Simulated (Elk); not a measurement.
A self-consistent single point of Tc₃N (P-6m2, 4 atoms in the cell) with Elk.

Method: PBEsol, all-electron FP-LAPW, Elk's shipped species files, APW+lo basis with extra local orbitals run with Elk.

The change in words: lattice scaled by 0.98. Reference geometry:
```
CELL_PARAMETERS angstrom
      2.79779     0.00000     0.00000
     -1.39889     2.42296     0.00000
      0.00000     0.00000     7.03934
ATOMIC_POSITIONS crystal
  Tc 0.00000 0.00000 0.50000
  Tc 0.66667 0.33333 0.80333
  Tc 0.66667 0.33333 0.19667
  N  0.00000 0.00000 0.00000
```

Reference input (self-consistent single point, DFT, PBEsol, all-electron FP-LAPW, Elk's shipped species files, APW+lo basis with extra local orbitals): xctype = 22; rgkmax = 8; stype = 0; swidth = 0.00183747 Ha; ngridk = 14 14 5; gmaxvr = 14 1/bohr; nxlo = 2; lorbcnd = true; rmtscf = 0.85; lmaxi = 2; maxscl = 100. This run's input differs from it in these lines:

```diff
@@ -37,5 +37,5 @@
 avec
-    2.7977898762    0.0000000287    0.0000000000
-   -1.3988949630    2.4229570929    0.0000000000
-    0.0000000000    0.0000000000    7.0393400000
+    2.7418340595   -0.0000000138    0.0000000000
+   -1.3709170178    2.3744979554    0.0000000000
+    0.0000000000    0.0000000000    6.8985530000
```

The program printed (abridged):

```
│ Self-consistent loop started │
│ Loop number : 1 │
 total energy                :     -12902.8517471
│ Loop number : 2 │
 total energy                :     -12903.3856727
RMS change in Kohn-Sham potential (target) :    1.237838114     (  0.1000000000E-05)
Absolute change in total energy (target)   :   0.5339255557     (  0.1000000000E-03)
│ Loop number : 3 │
 total energy                :     -12903.6000990
RMS change in Kohn-Sham potential (target) :    1.232443703     (  0.1000000000E-05)
Absolute change in total energy (target)   :   0.3479076920     (  0.1000000000E-03)
│ Loop number : 4 │
   [... lines left out ...]
Absolute change in total energy (target)   :   0.6265366537E-03 (  0.1000000000E-03)
│ Loop number : 17 │
 total energy                :     -12908.0761617
RMS change in Kohn-Sham potential (target) :   0.1791426684E-05 (  0.1000000000E-05)
Absolute change in total energy (target)   :   0.1016907554E-03 (  0.1000000000E-03)
│ Loop number : 18 │
 total energy                :     -12908.0762088
RMS change in Kohn-Sham potential (target) :   0.6634216060E-06 (  0.1000000000E-05)
Absolute change in total energy (target)   :   0.7252923024E-04 (  0.1000000000E-03)
Convergence targets achieved

│ Loop number : 19 │

Energies :
 Fermi                       :     0.615003591534
 total energy                :     -12908.0762002

Density of states at Fermi energy :    60.58658802
 (states/Hartree/unit cell)

Estimated indirect band gap :   0.1894578235E-03
 from k-point     17 to k-point     63
Estimated direct band gap   :   0.1266159424E-02
 at k-point     12

Charges :
 core                        :    86.00000000
 valence                     :    50.00000000
 interstitial                :    8.394115255
 muffin-tins (core leakage)
  species :    1 (Tc)
   atom    1                 :    40.57318918     (  0.2785430816E-05)
   atom    2                 :    40.63709794     (  0.2804171274E-05)
   atom    3                 :    40.63709794     (  0.2804171274E-05)
  species :    2 (N)
   atom    1                 :    5.758499688     (  0.3266639016E-05)
 total in muffin-tins        :    127.6058847
 total calculated charge     :    136.0100478
 total charge                :    136.0000000
 error                       :   0.1004776225E-01

│ Self-consistent loop stopped │
```

The run converged in 19 iterations. The count includes the last loop, which Elk runs after its targets are met. Against the reference run the total energy rises by 25.5 meV/atom.

The starting cell comes from a database of computed structures (which also holds hypothetical and non-ambient phases and stackings), without a prior relaxation at this level. For this run, on top of that: lattice scaled by 0.98. Spin polarisation is off. Values depend on the basis (sphere radii, cutoffs, local orbitals), which need not be converged. The log's line on a gap gives a spacing of levels on this mesh, which the program prints for metals too.

Cost on one core of a shared machine: roughly 8 min.
